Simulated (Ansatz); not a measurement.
Cost and result by functional for the adsorption energy of N on the 1x1 (111) surface of fcc Al, one in a 2x2 cell, started at the site 'bridge Al-Al (span 2.9 Å)', in Ansatz (plane waves, PAW). Single points on the PBE structure, on one kind of machine; costs are rough ratios of the slab run's core time (references not counted) to the cheapest single point. r2SCAN's cost holds its higher cutoff (500 against 420 eV). Differences are taken against r2SCAN for comparison alone: no measured value is at hand, so the table doesn't rank accuracy.

Model: 17-atom slab, 7.0 Å thick at the start under the adsorbate (thin: gaps and levels are the slab's own), 6x6x1 mesh, Fermi-Dirac 0.1 eV, dipole correction, 8 atoms held, the rest relaxed; symmetry of the start imposed; spin-polarised, no spin-orbit, no U, no dispersion correction. The starting moment vanished. At the end it is bonded to 3 Al. In PBE it is, or lies within 0.03 eV of, the lowest of the starts that converged. These notes are the PBE run's. r2SCAN: The program's check for a lower electronic state was not made. Adsorption energies are against ½ N2(g). A negative adsorption energy means that the adsorbate is more stable on the surface than in its reference.

```csv
functional,relative cost,adsorption energy (eV),less r2SCAN (eV)
RPBE,1,-1.00,0.55
r2SCAN,2,-1.55,0.00
PBE (the relaxed run's value),–,-1.25,0.30
```

The values span 0.55 eV, while the single points' costs differ by a factor of roughly 2. Differences are of unrounded values.

Ansatz is a quantum-chemistry and plane-wave program.
